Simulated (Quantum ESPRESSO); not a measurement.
## Quick settings and what they miss: AlVF₅ (Immm, 7 atoms in the cell)

Self-consistent single point.

```
AlVF5
1.0
    1.83438     3.22501     3.93272
   -1.83438     3.22501     3.93272
   -1.83438    -3.22501     3.93272
Al V F
1 1 5
Direct
  0.50000   0.00000   0.50000
  0.00000   0.00000   0.00000
  0.50000   0.70468   0.79532
  0.50000   0.29532   0.20468
  0.26816   0.00000   0.26816
  0.73184   0.00000   0.73184
  0.00000   0.50000   0.50000
```
Moments meant for the start (each program seeds them in its own way; μB, in the order of the atoms Al V F F F F F): 0.0 2.0 0.0 0.0 0.0 0.0 0.0.

Method: PBEsol+U, GBRV 1.5 ultrasoft (PBESOL) pseudopotentials (plane waves; Quantum ESPRESSO).

Base settings: ecutwfc = 50 Ry; ecutrho = 400 Ry; occupations = smearing; smearing = gaussian; degauss = 0.0036749 Ry; nspin = 2; potentials = {Al: al_pbesol_v1.uspp.F.UPF, V: v_pbesol_v1.4.uspp.F.UPF, F: f_pbesol_v1.4.uspp.F.UPF}; K_POINTS = automatic 5 5 5 0 0 0; HUBBARD = ortho-atomic; U V-3d 3.25 eV; conv_thr = 1e-10 Ry; mixing_beta = 0.3.

Tight run (finer mesh or higher cutoff; not a proven limit): ecutwfc: 50 Ry → 70 Ry; ecutrho: 400 Ry → 560 Ry; conv_thr: 1e-10 Ry → 7.3e-11 Ry; K_POINTS: automatic 5 5 5 0 0 0 → automatic 7 7 7 0 0 0. It gave top of the valence band (on the code's own zero) 3.80 eV; gap on the k-point mesh 3.24 eV; pressure -8.80 GPa; largest force (vector length) 0.192 eV/Å; size of the cell's spin moment 3.00 μB; site moments (μB, in the program's spheres or projections) Al 0.00, V 2.30, F -0.01, F -0.01, F 0.01, F 0.01, F 0.00.

Quick runs, as changes from the base:
- A: the base itself
- B: ecutwfc: 50 Ry → 40 Ry; ecutrho: 400 Ry → 320 Ry; smearing: gaussian → marzari-vanderbilt; degauss: 0.0036749 Ry → 0.036749 Ry; K_POINTS: automatic 5 5 5 0 0 0 → automatic 2 2 2 0 0 0
- C: ecutwfc: 50 Ry → 35 Ry; ecutrho: 400 Ry → 280 Ry; conv_thr: 1e-10 Ry → 7.3e-05 Ry; K_POINTS: automatic 5 5 5 0 0 0 → automatic 4 4 4 0 0 0

Dashes: pressure of C, not trusted under this conv_thr with d or f elements.

Gaps are read on each run's own mesh, which may miss the band edges.

The count of work is k-points × plane waves × bands × iterations; it is no time. Core times come from one kind of shared machine and are given to one figure; runs under 30 s give none.

The starting cell comes from a database of computed structures (which also holds hypothetical and non-ambient phases and stackings), without a prior relaxation at this level. Its lattice was rescaled by a random factor within 2.5 % of one. With one magnetic atom in the cell only a parallel order is possible. With U or open f shells several self-consistent states can exist. In the base run, with a pressure of about -9 GPa the cell is away from its equilibrium volume at this level.

| run | energy less tight (meV/atom) | pressure less tight (GPa) | largest miss in a force vector (eV/Å) | gap on the mesh less tight (eV) | count of work / tight | core time / tight (rough) |
|---|---|---|---|---|---|---|
| A | 0.7 | 0.00 | 0.000 | 0.004 | 0.26 | 0.3 |
| B | 4.8 | -0.44 | 0.011 | -0.004 | 0.034 | 0.07 |
| C | 27.3 | – | 0.028 | -0.018 | 0.040 | 0.05 |

Among the runs at the tight run's level, the energy misses run from 0.7 to 27.3 meV/atom.

Left out of this page: 3 runs of the series outside the window shown, repeating another row's setting, or not comparable.
